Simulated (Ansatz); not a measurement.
Start from CuAu (space group P4/mmm, No. 123; a = 2.8129 Å, c = 3.5930 Å; relaxed with 0.1 eV smearing). Axes: x, y, z lie along a, b, c of the conventional cell.

Method: PBEsol (Ansatz, a first-principles code, PAW, no spin-orbit coupling).

Modification: the cell is scaled by 0.9800 in all directions, atoms relaxed at fixed cell.

Q: Predict the stress tensor and what it implies for the stiffness.

A: Stress of the strained cell less that of the base (GPa, compression positive):
```
   12.4     0.0     0.0
    0.0    12.4     0.0
    0.0     0.0    12.0
```

Then B = −ΔP/(ΔV/V₀) with ΔV/V₀ = -0.0588 gives secant stiffness values (nonlinear terms included at this strain): B (at held cell shape, above the free-shape value) ≈ 208 GPa.

As a check, the harmonic strain energy −½ V₀ Δσ:ε is 33 meV/atom; the computed energy rise is 30 meV/atom.

No phonon test of stability was made. The final runs are not spin-polarised.
